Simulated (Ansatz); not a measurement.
We consider C (R-3m, No. 166, 2 atoms in the cell; start mp-169; another form than the element's usual one), described by HSE06 in Ansatz (PAW).

Settings: plane-wave cutoff 460 eV, 12×12×12 k mesh, Fermi–Dirac smearing 0.01 eV, scalar-relativistic PAW data made under PBE.

Cell (relaxed with PBE-D3(BJ)):

```cif
data_C2
_chemical_formula_sum 'C2'
_space_group_name_H-M_alt 'P 1'
_space_group_IT_number 1
_cell_length_a 2.46493
_cell_length_b 2.46493
_cell_length_c 3.66758
_cell_angle_alpha 109.633
_cell_angle_beta 109.633
_cell_angle_gamma 60.000
loop_
_space_group_symop_operation_xyz
  'x, y, z'
loop_
_atom_site_label
_atom_site_type_symbol
_atom_site_fract_x
_atom_site_fract_y
_atom_site_fract_z
_atom_site_occupancy
C1 C 0.83337 0.83337 0.00011 1
C2 C 0.16663 0.16663 0.99989 1
```

Q: What does this level give for the band gap and Γ–Γ gap?

A: 
band gap: 0.74 eV (on the SCF k mesh) (direct)
Γ–Γ gap: 8.55 eV

Note: cell and atoms aren't relaxed at this level (pressure -4.6 GPa).

A start named mp-… is a Materials Project structure, which need not be a measured phase.

Ansatz is a program for electronic structure.
